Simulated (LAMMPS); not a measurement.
System: a free-standing liquid film of CoAl, 2430 atoms, at 2180 K.

All values are model results, not measurements: classical MD, pair style eam/alloy, file CoAl.eam.alloy; code LAMMPS.

```
z (Å)   number density (Å⁻³), Co  number density (Å⁻³), Al
------  ------------------------  ------------------------
-27.08                    0.0000                    0.0000
-26.08                    0.0001                    0.0001
-25.08                    0.0013                    0.0017
-24.07                    0.0079                    0.0102
-23.07                    0.0193                    0.0245
-22.07                    0.0295                    0.0338
-21.07                    0.0357                    0.0327
-20.06                    0.0360                    0.0319
-19.06                    0.0334                    0.0333
-18.06                    0.0326                    0.0334
-17.05                    0.0316                    0.0331
-16.05                    0.0326                    0.0331
-15.05                    0.0332                    0.0330
-14.04                    0.0331                    0.0330
-13.04                    0.0336                    0.0322
-12.04                    0.0337                    0.0328
-11.03                    0.0326                    0.0330
-10.03                    0.0331                    0.0324
-9.030                    0.0336                    0.0329
-8.020                    0.0326                    0.0327
-7.020                    0.0338                    0.0325
-6.020                    0.0329                    0.0332
-5.020                    0.0332                    0.0329
-4.010                    0.0338                    0.0322
-3.010                    0.0338                    0.0326
-2.010                    0.0324                    0.0333
-1.000                    0.0337                    0.0329
0.000                     0.0329                    0.0322
1.000                     0.0334                    0.0335
2.010                     0.0325                    0.0328
3.010                     0.0331                    0.0336
4.010                     0.0320                    0.0331
5.020                     0.0318                    0.0337
6.020                     0.0332                    0.0326
7.020                     0.0327                    0.0330
8.020                     0.0328                    0.0336
9.030                     0.0329                    0.0327
10.03                     0.0334                    0.0326
11.03                     0.0340                    0.0329
12.04                     0.0332                    0.0325
13.04                     0.0333                    0.0331
14.04                     0.0332                    0.0322
15.05                     0.0328                    0.0334
16.05                     0.0322                    0.0329
17.05                     0.0330                    0.0327
18.06                     0.0327                    0.0339
19.06                     0.0356                    0.0328
20.06                     0.0375                    0.0316
21.07                     0.0339                    0.0328
22.07                     0.0252                    0.0297
23.07                     0.0133                    0.0163
24.07                     0.0038                    0.0042
25.08                     0.0006                    0.0005
26.08                     0.0000                    0.0000
```

The data show:
- number density in the middle: 0.0659 Å⁻³
